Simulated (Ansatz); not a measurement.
**PbSe: response to strain**

Base system: PbSe in the rock salt structure (space group Fm-3m, No. 225; a = 6.1778 Å).

Strains are applied to the cell and any free atomic positions relax.

Level of theory: r2SCAN (Ansatz, a quantum-chemistry and plane-wave program), spin-orbit coupling left out.

| isotropic strain (%) | pressure (GPa) |
|---|---|
| -4.54 | 9.7 |
| -1.99 | ? |
| 0 | 0.0 |
| 0.29 | -0.4 |
| 0.69 | -1.0 |

**Question.** Fit P = P₀ − Bδ + Cδ² with δ = (1 + ε)³ − 1 to the rows shown and predict the withheld row.

**Answer.** Least squares on the printed values gives P₀ = 0.0 GPa, B = 51.9 GPa, C = 173 GPa (largest residual 0.0 GPa); this predicts 3.6 GPa, and the run gives 3.5 GPa, in agreement.

No phonon test of stability was made.
